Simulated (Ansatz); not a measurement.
Take ZnS in the zinc blende structure (space group F-43m, No. 216; a = 5.357 Å) as the base. Axes: x, y, z lie along the cube axes.

All numbers come from Ansatz (a program for electronic structure), PBEsol, PAW, cutoff 420 eV, without spin-orbit coupling.

Strains are applied to the cell and any free atomic positions relax; under biaxial strain the out-of-plane vector relaxes too.

One change was made to it. Results:

The band gap falls by 0.14 eV to 1.95 eV; the valence-band top at Γ (three highest levels, from the VBM) becomes 0.00, 0.00, -0.09 eV (base: 0.00, 0.00, 0.00 eV); the electron mass becomes 0.16 mₑ (at Γ) (base: 0.17 mₑ (at Γ)).

### Question
Name the change that was made.
A. biaxial strain −1.70 %, plane normal [111], relaxed out of plane
B. uniaxial strain ε_zz = +0.65 %
C. biaxial strain +3.05 %, plane normal [001], relaxed out of plane
D. uniaxial strain ε_yy = +2.46 %

### Answer
D, uniaxial strain ε_yy = +2.46 %. For comparison, the band gap in the other runs: biaxial strain +3.05 %, plane normal [001], relaxed out of plane gives 1.84 eV; uniaxial strain ε_zz = +0.65 % gives 2.05 eV; biaxial strain −1.70 %, plane normal [111], relaxed out of plane gives 2.11 eV.

Effective masses come from finite differences of ±0.01 Å⁻¹. Stability against distortions was not tested.
